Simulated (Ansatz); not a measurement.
The reference is NiSi (space group Pnma, No. 62; a = 5.1189 Å, b = 3.3423 Å, c = 5.5634 Å; non-magnetic). Axes: x, y, z lie along a, b, c of the conventional cell.

Computed with r2SCAN (Ansatz, an electronic-structure program), spin-orbit coupling left out.

For the base:

```
Property                        Result
-----------------------------  -------
Pressure                       0.0 GPa
Band gap                          zero
Shortest interatomic distance  2.264 Å
```

Modification: the symmetric strain tensor [-0.0193 0.0007 -0.0116; 0.0007 0.0137 0.0030; -0.0116 0.0030 0.0060]; the atoms relax in the strained cell.

**Question.** How does this affect the pressure?

**Answer.** The pressure (mean of the normal stresses, compression positive) goes from zero to 0.2 GPa.

**Question.** How does this affect the energy relative to the base?

**Answer.** The energy grows by 5.3 meV/atom.

**Question.** What does the calculation give for the largest internal atomic displacement after the change?

**Answer.** The largest internal atomic displacement amounts to 0.014 Å.

**Question.** How does this affect the band gap?

**Answer.** The band gap stays zero.

**Question.** Predict the new shortest interatomic distance.

**Answer.** The shortest interatomic distance decreases by 0.021 Å (2.264 Å → 2.243 Å).

Without a gap, meshes like the base's 9×14×9 leave anisotropic stresses uncertain by several tenths of a GPa, and small strain energies with them. Stability against distortions was not tested. Seeded moments were not kept for the base. The final runs are not spin-polarised.
